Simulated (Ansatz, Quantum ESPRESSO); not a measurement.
# Sc (P6_3/mmc, 4 atoms in the cell) computed with different codes at matched settings

Self-consistent single point.

```
Sc
1.0
    3.21901     0.00000     0.00000
   -1.60950     2.78774     0.00000
    0.00000     0.00000    10.35717
Sc
4
Cartesian
  0.00000   0.00000   0.00000
  0.00000   0.00000   5.17858
  0.00000   1.85849   2.58929
  1.60950   0.92925   7.76788
```

Shared settings, as Ansatz (a first-principles code) writes them: kpoints.mp_grid.grid = 3 3 1; scf.occupations.method = fermi_dirac; scf.occupations.width = 0.05 eV. Potentials and cutoffs stand in the table.

```json
[
 {"code": "Quantum ESPRESSO", "model": "PBE, SSSP 1.1.2 efficiency (PBE) pseudopotentials", "pressure (GPa)": "3.29", "cutoff": "60 Ry"},
 {"code": "Ansatz", "model": "PBE, PAW files", "pressure (GPa)": "3.21", "cutoff": "420 eV"}
]
```

The spread over the programs that give each value: pressure within 0.08 GPa.

Ansatz's pressure is given at a fixed set of plane waves, as the other plane-wave codes print theirs.

On the base mesh (8 8 3) the same programs gave: Ansatz pressure 3.32 GPa; Quantum ESPRESSO pressure 3.40 GPa.

The starting cell was generated: these elements placed on a structure prototype, without a prior relaxation; it need not be a known phase or ordering of this composition. Its lattice was rescaled by a random factor within 2.5 % of one.

Left out of this page: CP2K (on another mesh); Elk and FLEUR (not drawn, or without a comparable value).

Keys are those of Ansatz 0.2.
